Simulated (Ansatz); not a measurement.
TiO2: pressure series

Base system: TiO2 in the anatase structure (space group I4_1/amd, No. 141; a = 3.778 Å, c = 9.584 Å).

Cell and atoms are relaxed at each pressure.

The values are results of DFT with r2SCAN, PAW potentials and a 500 eV plane-wave cutoff in Ansatz (a program for electronic structure), scalar-relativistic without spin-orbit coupling, not measurements.

Notes on the quantities. enthalpy: H = E + PV relative to the base's energy.

```
change            volume per atom       enthalpy
----------------  ---------------  -------------
base                     11.40 Å³              –
pressure −2 GPa          11.52 Å³  -0.14 eV/atom
pressure −1 GPa          11.46 Å³  -0.07 eV/atom
pressure 0.3 GPa         11.38 Å³  +0.02 eV/atom
pressure 0.7 GPa         11.36 Å³  +0.05 eV/atom
pressure 1.5 GPa         11.31 Å³  +0.11 eV/atom
pressure 3 GPa           11.22 Å³  +0.21 eV/atom
pressure 5 GPa           11.11 Å³  +0.35 eV/atom
pressure 7.5 GPa         10.98 Å³  +0.52 eV/atom
pressure 10 GPa          10.84 Å³  +0.69 eV/atom
```

Load acts through the strain it causes; cell and atoms are relaxed under it. Whether these cells are dynamically stable was not tested. No other phases were tried under pressure. All final runs are without spin polarisation.
